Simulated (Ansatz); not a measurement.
Functionals compared on the (11-20) surface of hcp Re in its 1x1 cell, outermost plane spacing 1.39 Å in the ideal cut, in Ansatz (plane waves, PAW). The structure was relaxed with PBE; the other rows are single points on it, each with its references at the same level. Cutoff 420 eV (500 eV for r2SCAN).

Set-up: 16 atoms, 9.7 Å thick at the start (thin: gaps and levels are the slab's own); mesh 9x8x1; 0.1 eV smearing; dipole correction on; all atoms relaxed; symmetry of the start imposed; no spin, no spin-orbit, no U. These notes are the PBE run's.

```csv
functional,surface energy (J/m²),work function of the top face (eV),rough cost of the single point
PBE,3.13,4.49,–
LDA,3.62,4.78,roughly 5 core-minutes
PBEsol,?,?,very roughly 4 core-minutes
RPBE,2.92,4.35,very roughly 4 core-minutes
r2SCAN,3.29,4.54,very roughly 8 core-minutes
```

Task: What belongs in the gaps?

Result: 
- PBEsol, surface energy (J/m²): 3.52
- PBEsol, work function of the top face (eV): 4.58

Ansatz is a quantum-chemistry and plane-wave program.
